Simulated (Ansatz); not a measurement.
The parent structure is Si in the diamond structure (space group Fd-3m, No. 227; a = 5.4443 Å). Axes: x, y, z lie along the cube axes.

Structures relaxed with r2SCAN/PAW in Ansatz (a first-principles code), no SOC.

Base:

Simulated powder pattern, Co Kα, λ = 1.79026 Å (kinematic, ideal powder, no thermal factors, no anomalous dispersion; the 14 strongest lines at most, above 2 %, up to 2θ = 90°):

```json
[
 {"2θ (°)": "33.09", "I/Imax (%)": "100", "hkl": "(111)"},
 {"2θ (°)": "55.43", "I/Imax (%)": "65", "hkl": "(220)"},
 {"2θ (°)": "66.09", "I/Imax (%)": "38", "hkl": "(311)"},
 {"2θ (°)": "82.24", "I/Imax (%)": "11", "hkl": "(400)"}
]
```

Perturbation: compressive biaxial strain of 1.04 % in the plane normal to [001], as in epitaxy on a mismatched substrate; the out-of-plane cell vector and the atoms relax.

After the change:

Simulated powder pattern, Co Kα, λ = 1.79026 Å (kinematic, ideal powder, no thermal factors, no anomalous dispersion; the 14 strongest lines at most, above 2 %, up to 2θ = 90°):

```tsv
2θ (°)	d (Å)	I/Imax (%)	hkl
33.25	3.129	100	(111)
55.52	1.922	44	(202)
56.06	1.905	21	(220)
65.78	1.648	13	(113)
66.75	1.627	25	(311)
81.49	1.371	3.8	(004)
83.30	1.347	7.2	(400)
```

The indices refer to the base's conventional cell; one index is shown for lines that coincide. The space group is now I4_1/amd (No. 141).

No phonon test of stability was made.
